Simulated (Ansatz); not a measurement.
**AuZn (Pm-3m): band-structure transport figures**

Here is the system:

```
AuZn
1.0
    3.18851     0.00000     0.00000
    0.00000     3.18851     0.00000
    0.00000     0.00000     3.18851
Zn Au
1 1
Direct
  0.50000   0.50000   0.50000
  0.00000   0.00000   0.00000
```

The numbers are results of PBE, rigid bands (plane waves, PAW, scalar-relativistic; Ansatz, a quantum-chemistry and plane-wave program), not measurements. Condition of this run: functional PBE, cell relaxed with it. Cell: cell and atoms relaxed with PBE.

```yaml
density of states at the Fermi level: 0.495 states/(eV·cell), both spins
bare Sommerfeld coefficient: 0.58 mJ/(mol of atoms·K²)
drude_plasma_energy: 9.3 eV
root-mean-square Fermi velocity: 1.5e6 m/s
resistivity times τ: 5.6 ×10⁻²² Ω·m·s
```

A metal at this level (no band gap); rigid bands, thermally averaged at 300 K, both spins. Spin-orbit coupling is left out, which matters with elements this heavy. τ is one relaxation time for all states.

Formula and space group known from diffraction (Crystallography Open Database), not checked to be the room-temperature form: AuZn (Pm-3m).
